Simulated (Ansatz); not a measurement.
Density of states of CdSe (F-43m) above the conduction band minimum, Ansatz (a first-principles code) with HSE06, rigid bands; cell volume 56.2 Å³.

```tsv
energy from edge (eV)	10⁻³ states/eV/cell
0.006	1.14
0.031	2.63
0.056	3.65
0.081	4.57
0.106	5.42
0.131	6.35
0.156	7.20
0.181	8.05
0.206	8.84
0.231	9.53
0.256	10.6
0.281	11.5
0.319	12.8
0.344	13.7
0.369	14.7
0.394	15.6
0.419	16.5
0.444	17.9
0.469	19.1
0.494	20.1
0.519	21.5
0.544	22.5
0.569	23.7
0.594	24.8
```

Problem. What effective density of states at 300 K does this give (∫ g(E) exp(−E/k_BT) dE, both spins, divided by the cell's size)?

Solution. 1.0e18 cm⁻³, a density-of-states mass of 0.117 mₑ, valleys and band degeneracy included.

Spin-orbit coupling is left out. Geometry: cell and atoms relaxed with PBEsol.
